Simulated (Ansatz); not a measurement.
Consider BAs in the zinc blende structure (space group F-43m, No. 216; a = 4.732 Å).

Calculations: LDA in Ansatz (plane waves to 420 eV, PAW, no SOC).

Strains are applied to the cell and any free atomic positions relax.

One change was made to it. Results:

The hole mass (degenerate bands, along [100]) becomes 0.22, 0.23, 0.23 mₑ (at Γ) (base: 0.23 mₑ (at Γ)); the pressure goes from zero to -4.13 GPa; the energy grows by 5.3 meV/atom.

Question: What was done to the base?
A) isotropic strain −0.50 %
B) isotropic strain +0.50 %
C) isotropic strain −1.50 %
D) isotropic strain +1.00 %

Answer: D, isotropic strain +1.00 %. For comparison, the energy relative to the base in the other runs: isotropic strain −1.50 % gives +13 meV/atom; isotropic strain −0.50 % gives +1.4 meV/atom; isotropic strain +0.50 % gives +1.4 meV/atom.

The levels and masses belong to the bands next to the band gap. Masses are band curvatures over ±0.01 Å⁻¹ around the edge. No phonon test of stability was made.

Ansatz is a quantum-chemistry and plane-wave program.
